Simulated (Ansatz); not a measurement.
Base system: CdS in the wurtzite structure (space group P6_3mc, No. 186; a = 4.197 Å, c = 6.829 Å).

Calculations: DFT with PBE, PAW potentials and a 420 eV plane-wave cutoff in Ansatz (a program for electronic structure), no spin-orbit coupling.

Before the change:

```
Property                             Value
-----------------------------  -----------
Pressure                          0.00 GPa
Band gap                           1.11 eV
Width of the top valence band      1.55 eV
Gap character                  direct at Γ
```

One thing is altered: every lattice vector is stretched by 5.22 %, atoms relaxed at fixed cell.

How does this affect the pressure, band gap, width of the top valence band, gap character and energy relative to the base?

The pressure (mean of the normal stresses, compression positive) goes from zero to -5.73 GPa; the band gap drops by 0.37 eV to 0.74 eV; the width of the top valence band shrinks by 0.378 eV (1.55 eV → 1.18 eV); the gap character remains direct at Γ; the energy increases by 89 meV/atom.

The cells carry an imposed strain or load. Stability against distortions was not tested.
